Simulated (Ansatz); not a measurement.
System: HfO2 (P4₂/nmc, No. 137; high-temperature phase). Method: PBE (Ansatz, a first-principles code, plane waves, PAW).

Numerical settings: plane-wave cutoff 500 eV, 12×12×8 k mesh (along the axes of the cell as run), Fermi–Dirac smearing 0.05 eV, scalar-relativistic PAW data made under PBE.

Cell (relaxed at this level):

```xyz
6
Lattice="3.6044 0.0000 0.0000 0.0000 3.6044 0.0000 0.0000 0.0000 5.2641" Properties=species:S:1:pos:R:3 pbc="T T T"
Hf     1.8022     1.8022     2.6321
Hf     0.0000     0.0000     0.0000
O      0.0000     1.8022     3.6494
O      0.0000     1.8022     1.0174
O      1.8022     0.0000     4.2467
O      1.8022     0.0000     1.6147
```

**Question.** Give the computed band gap.

**Answer.** 
* **band gap**: 4.67 eV (on the SCF k mesh)

Note: the relaxation could not lower the start's symmetry, so the cell can be a saddle point above a distorted one.

Spin–orbit coupling is not included.

Static lattice: no zero-point or thermal effects.
